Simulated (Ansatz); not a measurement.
The reference is Co in the hcp (Mg type) structure (space group P6_3/mmc, No. 194; a = 2.4563 Å, c = 3.9721 Å; ferromagnetic; relaxed with 0.1 eV smearing). Axes: x lies along a and z along c of the hexagonal cell.

Computed with PBEsol (Ansatz, a first-principles code; PAW; 420 eV plane waves; no spin-orbit coupling).

Strains are applied to the cell and any free atomic positions relax.

One change was made to it. Results:

| quantity | base | after |
|---|---|---|
| pressure (mean of the normal stresses, compression positive) | 0.0 GPa | 1.6 GPa |
| magnetic state | ferromagnetic | ferromagnetic |

Task: Which change produced these results?
A) strain tensor (xx, yy, zz, yz, xz, xy) = (+0.44, −0.77, +0.53, +1.47, −0.74, −0.60) %
B) uniaxial strain ε_yy = −0.65 %
C) isotropic strain −1.23 %
D) uniaxial strain ε_yy = +5.80 %

Result: B, uniaxial strain ε_yy = −0.65 %. For comparison, the pressure in the other runs: uniaxial strain ε_yy = +5.80 % gives -11.5 GPa; isotropic strain −1.23 % gives 9.8 GPa; strain tensor (xx, yy, zz, yz, xz, xy) = (+0.44, −0.77, +0.53, +1.47, −0.74, −0.60) % gives -0.2 GPa.

Other magnetic orders, which the real material may have, were not ruled out. No phonon test of stability was made. The base started in P-3m1 and relaxed to P6_3/mmc at this level.
